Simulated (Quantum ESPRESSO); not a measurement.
The steps of a band-structure calculation for SnSe2 (P-3m1, 3 atoms in the cell) with Quantum ESPRESSO.

Computed with PBEsol, GBRV 1.5 ultrasoft (PBESOL) pseudopotentials (plane waves; Quantum ESPRESSO).

Step 1 (scf):

```fortran
&control
 calculation = 'scf',
 prefix = 'snse2',
 outdir = './tmp/',
 pseudo_dir = './',
 tprnfor = .true.,
 tstress = .true.,
/
&system
 ibrav = 0,
 nat = 3,
 ntyp = 2,
 ecutwfc = 40,
 ecutrho = 200,
 occupations = 'fixed',
 nbnd = 19,
/
&electrons
 conv_thr = 1.0d-9,
/
ATOMIC_SPECIES
Sn   118.7100  sn_pbesol_v1.4.uspp.F.UPF
Se    78.9710  se_pbesol_v1.uspp.F.UPF
ATOMIC_POSITIONS crystal
Sn    0.000000000    0.000000000    0.000000000
Se    0.666666667    0.333333333    0.757100000
Se    0.333333333    0.666666667    0.242900000
K_POINTS automatic
10 10 5  0 0 0
CELL_PARAMETERS angstrom
   3.751615060     0.000000000     0.000000000
  -1.875807530     3.248993948     0.000000000
   0.000000000     0.000000000     6.333462000
```

Step 2 (bands):

```fortran
&control
 calculation = 'bands',
 prefix = 'snse2',
 outdir = './tmp/',
 pseudo_dir = './',
 verbosity = 'high',
/
&system
 ibrav = 0,
 nat = 3,
 ntyp = 2,
 ecutwfc = 40,
 ecutrho = 200,
 occupations = 'fixed',
 nbnd = 20,
/
&electrons
 conv_thr = 1.0d-9,
 startingwfc = 'random',
 diago_thr_init = 1.0d-6,
 diagonalization = 'cg',
/
ATOMIC_SPECIES
Sn   118.7100  sn_pbesol_v1.4.uspp.F.UPF
Se    78.9710  se_pbesol_v1.uspp.F.UPF
ATOMIC_POSITIONS crystal
Sn    0.000000000    0.000000000    0.000000000
Se    0.666666667    0.333333333    0.757100000
Se    0.333333333    0.666666667    0.242900000
K_POINTS crystal_b
12
  0.00000000   0.00000000   0.00000000  10  ! G
  0.50000000   0.00000000   0.00000000   6  ! M
  0.33333333   0.33333333   0.00000000  11  ! K
  0.00000000   0.00000000   0.00000000   5  ! G
  0.00000000   0.00000000   0.50000000  10  ! A
  0.50000000   0.00000000   0.50000000   6  ! L
  0.33333333   0.33333333   0.50000000  11  ! H
  0.00000000   0.00000000   0.50000000   1  ! A
  0.50000000   0.00000000   0.50000000   5  ! L
  0.50000000   0.00000000   0.00000000   1  ! M
  0.33333333   0.33333333   0.00000000   5  ! K
  0.33333333   0.33333333   0.50000000   1  ! H
CELL_PARAMETERS angstrom
   3.751615060     0.000000000     0.000000000
  -1.875807530     3.248993948     0.000000000
   0.000000000     0.000000000     6.333462000
```

Step 3 (bands.x):

```fortran
&bands
 prefix = 'snse2',
 outdir = './tmp/',
 filband = 'bands.dat',
 lsym = .false.,
/
```

Output of bands (abridged):

```
     Atomic positions and unit cell read from directory:
     ./tmp/snse2.save/

     Message from routine setup:
     using ibrav=0 with symmetry is DISCOURAGED, use correct ibrav instead
     G-vector sticks info
     --------------------
     sticks:   dense  smooth     PW     G-vecs:    dense   smooth      PW
     Sum         685     559    163                24833    17827    2973

     bravais-lattice index     =            0
   [... lines left out ...]
     unit-cell volume          =     520.9607 (a.u.)^3
   [... lines left out ...]

     number of k points=    72
                       cart. coord. in units 2pi/alat
        k(    1) = (   0.0000000   0.0000000   0.0000000), wk =   0.0277778
        k(    2) = (   0.0500000   0.0288675   0.0000000), wk =   0.0277778
        k(    3) = (   0.1000000   0.0577350   0.0000000), wk =   0.0277778
   [... 69 lines left out ...]

     Dense  grid:    24833 G-vectors     FFT dimensions: (  32,  32,  54)

     Smooth grid:    17827 G-vectors     FFT dimensions: (  30,  30,  50)

     The potential is recalculated from file :
     ./tmp/snse2.save/charge-density

     Band Structure Calculation
     CG style diagonalization

     ethr =  1.00E-06,  avg # of iterations = 36.0

     End of band structure calculation

          k = 0.0000 0.0000 0.0000 (  2227 PWs)   bands (ev):

   -14.6939 -14.6938 -14.6449 -14.6289 -14.6288  -7.6756  -5.9006   0.3595
     5.8972   5.8973   6.2287   6.2585   6.2587   7.7632   9.5247  11.2148
    11.2149  14.2200  15.4799  15.4848

          k = 0.0500 0.0289 0.0000 (  2223 PWs)   bands (ev):

   -14.6952 -14.6926 -14.6440 -14.6297 -14.6288  -7.6489  -5.8811   0.3667
     5.5154   5.7555   6.0791   6.2785   6.3366   8.0404   9.7297  11.0976
    11.2762  14.3421  15.1033  15.5248

   [... 70 blocks of this kind left out ...]
```

Output of bands.x (abridged):

```
     Reading xml data from directory:

     ./tmp/snse2.save/

     G-vector sticks info
     --------------------
     sticks:   dense  smooth     PW     G-vecs:    dense   smooth      PW
     Sum         685     559    163                24833    17827    2973

     Reading collected, re-writing distributed wavefunctions
     high-symmetry point:  0.0000 0.0000 0.0000   x coordinate   0.0000
     high-symmetry point:  0.5000 0.2887 0.0000   x coordinate   0.5774
     high-symmetry point:  0.3333 0.5774 0.0000   x coordinate   0.9107
     high-symmetry point:  0.0000 0.0000 0.0000   x coordinate   1.5774
     high-symmetry point:  0.0000 0.0000 0.2962   x coordinate   1.8735
     high-symmetry point:  0.5000 0.2887 0.2962   x coordinate   2.4509
     high-symmetry point:  0.3333 0.5774 0.2962   x coordinate   2.7842
     high-symmetry point:  0.0000 0.0000 0.2962   x coordinate   3.4509
     high-symmetry point:  0.5000 0.2887 0.2962   x coordinate   3.4509
     high-symmetry point:  0.5000 0.2887 0.0000   x coordinate   3.7470
     high-symmetry point:  0.3333 0.5774 0.0000   x coordinate   3.7470
     high-symmetry point:  0.3333 0.5774 0.2962   x coordinate   4.0432

     Plottable bands (eV) written to file bands.dat.gnu
     Bands written to file bands.dat

   JOB DONE.
```

The gap along the path is 0.75 eV.

The starting cell comes from a database of computed structures (which also holds hypothetical and non-ambient phases and stackings), without a prior relaxation at this level. Its lattice was rescaled by a random factor within 2.5 % of one.
